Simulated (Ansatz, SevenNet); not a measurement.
For BP (model structure, started from the WC type, P-6m2, No. 187, 2 atoms in the cell), the machine-learned potential SevenNet-0 (trained on PBE and PBE+U data) gives:

- lattice parameter a = 2.977 Å
- lattice parameter c = 2.697 Å

What does r²SCAN+rVV10 (Ansatz, a quantum-chemistry and plane-wave program, PAW) give for the same quantities?


- lattice constant a: 3.017 Å (goes up by 1.3 %)
- lattice parameter c: 2.627 Å (decreases by 2.6 %)

Changes are worked out from the printed values.

Unless a cell is named, each level is at its own relaxed cell (SevenNet-0 10.35, r²SCAN+rVV10 10.35 Å³/atom).

Ansatz's density-functional and Hartree–Fock values are scalar-relativistic unless marked +SOC, with PAW data made under PBE.

A model structure was made by putting elements into a prototype or built by hand; it is no filed structure, need not be a known phase, and can be a saddle point held by its symmetry.
